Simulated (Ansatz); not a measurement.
```
CELL_PARAMETERS angstrom
      9.79421     0.00394    -0.00327
      1.95715     5.87184     0.26349
      3.57598     3.68160    24.42266
ATOMIC_POSITIONS crystal
  C  0.62452 0.43876 0.09772
  C  0.29334 0.60851 0.09322
  C  0.62510 0.93848 0.09771
  C  0.29329 0.10933 0.09325
  C  0.95820 0.27689 0.09313
  C  0.95820 0.77620 0.09310
  C  0.58941 0.29468 0.27510
  C  0.25480 0.46188 0.27499
  C  0.58867 0.79501 0.27513
  C  0.25442 0.96174 0.27555
  C  0.92345 0.12723 0.27554
  C  0.92315 0.62768 0.27504
  C  0.43718 0.70276 0.18544
  C  0.10743 0.86937 0.18362
  C  0.44061 0.20083 0.18533
  C  0.10728 0.36852 0.18424
  C  0.77371 0.53432 0.18529
  C  0.77709 0.03278 0.18540
  C  0.55439 0.14874 0.45536
  C  0.21978 0.31126 0.45831
  C  0.55100 0.65102 0.45484
  C  0.21934 0.81589 0.45350
  C  0.88682 0.98231 0.45364
  C  0.88432 0.47933 0.45823
  C  0.40395 0.55378 0.36492
  C  0.07059 0.71767 0.36638
  C  0.40361 0.05629 0.36590
  C  0.07076 0.22391 0.36547
  C  0.73774 0.38895 0.36594
  C  0.73784 0.88723 0.36496
  Si 0.61288 0.65471 0.14145
  Si 0.28326 0.82281 0.13820
  Si 0.61909 0.15161 0.14143
  Si 0.28437 0.32105 0.13957
  Si 0.94838 0.48909 0.13950
  Si 0.95005 0.98943 0.13814
  Si 0.79370 0.43691 0.05014
  Si 0.47477 0.51828 0.04984
  Si 0.79408 0.85843 0.04979
  Si 0.47495 0.09588 0.05017
  Si 0.13508 0.27086 0.04785
  Si 0.13510 0.68859 0.04788
  Si 0.58037 0.50789 0.32026
  Si 0.24554 0.67377 0.32036
  Si 0.57950 0.00849 0.32026
  Si 0.24603 0.17629 0.32037
  Si 0.91368 0.34235 0.32039
  Si 0.91418 0.83957 0.32037
  Si 0.76615 0.24684 0.23031
  Si 0.43052 0.41532 0.23020
  Si 0.76565 0.74776 0.23020
  Si 0.43001 0.91491 0.23034
  Si 0.09818 0.08119 0.22955
  Si 0.09817 0.58274 0.22931
  Si 0.56144 0.35643 0.50040
  Si 0.18902 0.54718 0.50121
  Si 0.52429 0.87278 0.50037
  Si 0.22849 0.00645 0.50154
  Si 0.85857 0.19213 0.50161
  Si 0.89811 0.69244 0.50123
  Si 0.72852 0.09985 0.40974
  Si 0.39401 0.27040 0.41144
  Si 0.72913 0.60309 0.41130
  Si 0.39513 0.76670 0.40950
  Si 0.06195 0.93794 0.40931
  Si 0.06129 0.43013 0.41264
  Y  0.02516 0.79022 0.59162
  Y  0.22814 0.17669 0.60072
  Y  0.40806 0.59472 0.59208
  Y  0.64131 0.97867 0.59101
  Y  0.81710 0.38319 0.60069
  Y  0.00195 0.35188 0.71355
  Y  0.19890 0.74767 0.71820
  Y  0.40463 0.15228 0.71381
  Y  0.59699 0.55513 0.71501
  Y  0.80075 0.94638 0.71588
  Y  0.97068 0.59119 0.83242
  Y  0.17806 0.00857 0.83096
  Y  0.38451 0.38488 0.83183
  Y  0.56861 0.80246 0.83119
  Y  0.78581 0.19532 0.83000
  Y  0.96039 0.14018 0.96965
  Y  0.15681 0.56624 0.94078
  Y  0.34194 0.94900 0.96928
  Y  0.56318 0.35206 0.94818
  Y  0.74695 0.76063 0.94803
```

The first 66 atoms are the substrate (SiC-3C), the rest the film (Y).

Level of theory: PBE (plane waves to 420 eV, PAW; Ansatz, a first-principles code). Scalar-relativistic, without spin–orbit coupling; the runs are not spin-polarised; PBE gaps are too small against experiment. Its k-point mesh 3×5×1, Fermi–Dirac width 0.05 eV.

Describe the bonding at the interfaces and give the barriers.

A periodic stack without vacuum, hcp Y (0 0 1) on 3C silicon carbide (0 0 1) (film strained to the substrate, started from cuts of the bulks and a machine-learned relaxation; slabs C30Si36 and Y20, which can lie off the formulas): substrate slab C30Si36, film Y20, surface cells [[-4, -1], [-2, -2]] and [[2, 3], [-1, 1]], film strained by -2.2 and +1.6 %, outermost planes Si/Si and Y/Y as cut, which need not be the usual terminations and can put a slab off its formula.
The interface area is 57.6 Å² and the period is 24.23 Å. The heights between the nearest atoms of the two slabs at the two interfaces comes out as 2.17 and 1.90 Å. The Si–Y contacts across the interfaces within 1.22 times the sum of covalent radii is 30, mean 3.03 Å and the hole barrier (PBE) is 1.16 eV. The electron barrier (PBE) is 0.21 eV.
